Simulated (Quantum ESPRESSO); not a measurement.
Several settings converged on MgSc (Pm-3m, 2 atoms in the cell)

```
CELL_PARAMETERS angstrom
      3.61443     0.00000     0.00000
      0.00000     3.61443     0.00000
      0.00000     0.00000     3.61443
ATOMIC_POSITIONS crystal
  Mg 0.00000 0.00000 0.00000
  Sc 0.50000 0.50000 0.50000
```

Base method: LDA (PZ), GBRV 1.5 ultrasoft (LDA) pseudopotentials (plane waves; Quantum ESPRESSO).

Base settings: ecutwfc = 50 Ry; ecutrho = 400 Ry; occupations = smearing; smearing = gauss; degauss = 0.0073499 Ry; potentials = {Mg: mg_lda_v1.4.uspp.F.UPF, Sc: sc_lda_v1.uspp.F.UPF}; K_POINTS = automatic 5 5 5 0 0 0; conv_thr = 1e-10 Ry; mixing_beta = 0.4.

Core times come from one kind of shared machine, to one figure; runs under 30 s give none.

**Zone-centre phonons against the cutoff**

In this ladder: ph.x.tr2_ph = 1e-14; ph.x.fildyn = dyn.G; dynmat.x.fildyn = dyn.G; dynmat.x.asr = simple. Moved along: ecutrho.

The mesh stays at the base's, so the ladder's end is converged at best in this setting alone.

Frequencies are those of the unrelaxed cell, without the LO-TO term of polar crystals.

Only quantities that move along the ladder and can be compared are tabulated.

| ecutwfc | highest zone-centre frequency (cm⁻¹) |
|---|---|
| 25 Ry | 241.1 |
| 30 Ry | 243.0 |
| 35 Ry | 242.9 |
| 42 Ry | 242.9 |
| 50 Ry | 242.8 |
| 60 Ry | 242.8 |
| 75 Ry | 242.8 |

Coarsest ecutwfc that holds the highest zone-centre frequency within 1 cm⁻¹ of the last step, with all finer ones: 30 Ry; the step before is off by 1.7 cm⁻¹.

**Zone-centre phonons against the mesh**

In this ladder: ph.x.tr2_ph = 1e-14; ph.x.fildyn = dyn.G; dynmat.x.fildyn = dyn.G; dynmat.x.asr = simple.

Frequencies are those of the unrelaxed cell, without the LO-TO term of polar crystals.

Only quantities that move along the ladder and can be compared are tabulated.

| K_POINTS | highest zone-centre frequency (cm⁻¹) | core time / last (rough) |
|---|---|---|
| automatic 3 3 3 0 0 0 | 247.7 | 0.08 |
| automatic 4 4 4 0 0 0 | 243.9 | 0.2 |
| automatic 7 7 7 0 0 0 | 243.2 | 0.2 |
| automatic 11 11 11 0 0 0 | 242.9 | 0.5 |
| automatic 17 17 17 0 0 0 | 243.3 | 1 |

Coarsest K_POINTS that holds the highest zone-centre frequency within 2 cm⁻¹ of the last step, with all finer ones: automatic 4 4 4 0 0 0, at about 0.2 of the last step's time; the step before is off by 4.4 cm⁻¹.

On the base run: the starting cell comes from a database of computed structures (which also holds hypothetical and non-ambient phases and stackings), without a prior relaxation at this level. Its lattice was rescaled by up to half a per cent. In the base run, with a pressure of about -4 GPa the cell is away from its equilibrium volume at this level. Without a gap this mesh is coarse (it stands for a supercell whose shortest vector is 18 Å).
